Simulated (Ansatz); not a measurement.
**ZnSnN2 (space group Pna2_1, No. 33)**

```cif
data_N8Sn4Zn4
_chemical_formula_sum 'Zn4 Sn4 N8'
_space_group_name_H-M_alt 'P 1'
_space_group_IT_number 1
_cell_length_a 5.83359
_cell_length_b 6.71310
_cell_length_c 5.46672
_cell_angle_alpha 90.000
_cell_angle_beta 90.000
_cell_angle_gamma 90.000
loop_
_space_group_symop_operation_xyz
  'x, y, z'
loop_
_atom_site_label
_atom_site_type_symbol
_atom_site_fract_x
_atom_site_fract_y
_atom_site_fract_z
_atom_site_occupancy
Zn1 Zn 0.58300 0.87494 0.99907 1
Zn2 Zn 0.41700 0.12506 0.49907 1
Zn3 Zn 0.91700 0.37494 0.49907 1
Zn4 Zn 0.08300 0.62506 0.99907 1
Sn1 Sn 0.58841 0.37513 0.99934 1
Sn2 Sn 0.41159 0.62487 0.49934 1
Sn3 Sn 0.91159 0.87513 0.49934 1
Sn4 Sn 0.08841 0.12487 0.99934 1
N1 N 0.58341 0.37311 0.37942 1
N2 N 0.41659 0.62689 0.87942 1
N3 N 0.91659 0.87311 0.87942 1
N4 N 0.08341 0.12689 0.37942 1
N5 N 0.57885 0.87697 0.37217 1
N6 N 0.42115 0.12303 0.87217 1
N7 N 0.92115 0.37697 0.87217 1
N8 N 0.07885 0.62303 0.37217 1
```

All numbers come from PBEsol (Ansatz, a quantum-chemistry and plane-wave program), spin-orbit coupling left out. Γ-centred 5×4×5 mesh, Fermi–Dirac width 0.05 eV.

```yaml
volume_per_atom: 13.38 Å³
density: 6.58 g/cm³
band_gap: 0.15 eV, direct at Γ
Lowest conduction-band minima above the VBM: Γ 0.15 eV
total_energy: -2496.957 eV/atom (σ→0; compares only within this code and set-up)
```

Stability against distortions was not tested. A zero or small gap of ZnSnN2 can be the functional's error rather than a property of the material.
